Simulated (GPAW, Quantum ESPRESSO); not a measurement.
A GPAW input for a self-consistent single point of SbAs (R3m, 2 atoms in the cell) (DFT LDA (Perdew-Wang 92), plane waves, GPAW PAW datasets LDA (gpaw-data 1.0.1)):

```python
from ase import Atoms
from ase.units import GPa
from gpaw import GPAW, PW, FermiDirac

atoms = Atoms(['Sb', 'As'],
              cell=[[2.032715, 1.173589, 3.716593],
                    [-2.032715, 1.173589, 3.716593],
                    [0.000000, -2.347177, 3.716593]],
              scaled_positions=[[0.229100, 0.229100, 0.229100],
                                [0.770897, 0.770897, 0.770897]],
              pbc=True)

calc = GPAW(mode=PW(550),
            xc='LDA',
            kpts=(7, 7, 7),
            occupations=FermiDirac(0.1),
            nbands=-10,
            symmetry={'symmorphic': False, 'tolerance': 0.0005},
            maxiter=150)

atoms.calc = calc

energy = atoms.get_potential_energy()
print('Energy (eV):', round(energy, 6))
forces = atoms.get_forces()
print('Forces (eV/Ang):')
print(forces.round(5))
stress = atoms.get_stress()
print('Stress (GPa, Voigt):', (stress / GPa).round(4))
```

### Question
Translate this input to Quantum ESPRESSO.

### Answer
One input that does it (others would too):

```fortran
&control
   calculation = 'scf',
   outdir = './out',
   pseudo_dir = './',
   tprnfor = .true.,
   tstress = .true.,
/
&system
   ibrav = 0,
   nat = 2,
   ntyp = 2,
   ecutwfc = 30,
   ecutrho = 180,
   occupations = 'smearing',
   smearing = 'fd',
   degauss = 0.0073499,
/
&electrons
   conv_thr = 1e-10,
   mixing_beta = 0.3,
/
ATOMIC_SPECIES
Sb   121.7600  Sb.pz-n-kjpaw_psl.1.0.0.UPF
As    74.9216  As.pz-n-kjpaw_psl.1.0.0.UPF
CELL_PARAMETERS bohr
   3.8412748264     2.2177610550     7.0233428867
  -3.8412748264     2.2177610550     7.0233428867
   0.0000000000    -4.4355221101     7.0233428867
ATOMIC_POSITIONS crystal
Sb    0.2291000000    0.2291000000    0.2291000000
As    0.7708970000    0.7708970000    0.7708970000
K_POINTS automatic
7 7 7  0 0 0
```

Basis settings and potentials, where a program has them, do not carry over. This input uses DFT, LDA (PZ), plane waves, PSlibrary PAW (LDA) pseudopotentials. LDA parametrisations can differ slightly between programs.

The starting cell comes from a database of computed structures (which also holds hypothetical and non-ambient phases and stackings), without a prior relaxation at this level.
